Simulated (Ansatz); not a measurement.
Given:

```xyz
3
Lattice="4.1206 0.0000 0.0000 -2.0603 3.5158 0.0000 0.0000 0.0000 6.5802" Properties=species:S:1:pos:R:3 pbc="T T T"
Mg     0.0000     0.0000     0.0000
I      0.0000     2.3459     1.6630
I      2.0603     1.1699     4.9172
```

No spin polarisation.

Method: DFT with PBEsol-D3(BJ), PAW potentials and a 420 eV plane-wave cutoff in Ansatz (an electronic-structure program), no spin-orbit coupling. k-mesh 9×9×5 (Γ-centred); smearing 0.05 eV (Fermi–Dirac).

Q: Predict the gap character, space group and smallest direct gap.

A: The gap character is indirect, Γ → k = (0, 0.444, 0.400) in the run's primitive reciprocal basis and the space group is C2/m (No. 12). The smallest direct gap is 3.59 eV.

Spin-orbit coupling, missing from the scalar runs, can matter with I. The cells carry an imposed strain or load. Whether these cells are dynamically stable was not tested. The cell was made from MgI2 in the CdI2 type structure (space group P-3m1, No. 164; layered, stacked along the Cartesian z axis) by this change: uniaxial strain ε_xx = +1.50 %.
